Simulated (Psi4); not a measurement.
Psi4 1.11, WB97X/def2-svp: [CH2]c1ccc(C)cc1, charge +1, multiplicity 1, 17 atoms. The geometry is a generated start, not checked to be a minimum at this level.

```yaml
task: energy
method: wb97x
basis: def2-svp
memory: 3 GB
maxiter: 100
keys_of_the_molecule_block: symmetry c1
scf_type: df (default)
e_convergence: 1e-06 (default)
d_convergence: 1e-06 (default)
dft_radial_points: 75 (default)
dft_spherical_points: 302 (default)
basis_functions: 157
grid_points: 357410
```

```xyz
17

C     -2.9693     0.0285     0.0502
C     -1.6101     0.0272    -0.0051
C     -0.8880    -1.1149    -0.5004
C      0.4737    -1.1277    -0.5045
C      1.2144    -0.0264    -0.0190
C      2.6799    -0.0562     0.0129
C      0.5187     1.1185     0.4385
C     -0.8411     1.1576     0.4465
H     -3.5435    -0.8283    -0.2632
H     -3.5229     0.8726     0.4318
H     -1.4510    -1.9629    -0.8612
H      1.0075    -1.9888    -0.8760
H      3.0816    -1.0367    -0.2246
H      3.0499     0.2730     0.9863
H      3.0782     0.6684    -0.7036
H      1.0896     1.9654     0.7899
H     -1.3675     2.0307     0.8016
```

Charge 1 and multiplicity 1 are set for this test and not shown to be the ground state.

With the defaults (diis = true, scf_initial_accelerator = adiis, damping_percentage = 0, diis_max_vecs = 10, guess = auto, which took SAD, soscf = false, soscf_start_convergence = 0.01) it converges in 9 SCF iterations. One run each on 2 threads, with these changes:
- scf_initial_accelerator = ediis
- diis = false, scf_initial_accelerator = none, damping_percentage = 60
- guess = core
- guess = sapgau
- guess = sadno
- soscf = true, soscf_start_convergence = 0.1
- diis_max_vecs = 3
- guess = gwh
- soscf = true

**Question.** Which runs fail or end elsewhere than the default run?

**Answer.** No convergence: diis = false, scf_initial_accelerator = none, damping_percentage = 60 (the run ends without SCF convergence in 100 iterations). The rest reach the solution of the defaults.

```csv
setting,SCF iterations,JK calls,end
"soscf = true, soscf_start_convergence = 0.1",6,22,same solution
soscf = true,6,22,same solution
the defaults,9,10,same solution
scf_initial_accelerator = ediis,9,10,same solution
diis_max_vecs = 3,10,11,same solution
guess = sadno,10,10,same solution
guess = sapgau,10,10,same solution
guess = core,14,14,same solution
guess = gwh,15,15,same solution
"diis = false, scf_initial_accelerator = none, damping_percentage = 60",100,101,no convergence
```

An SOSCF iteration holds several JK calls; a Hückel guess adds calls on atoms.
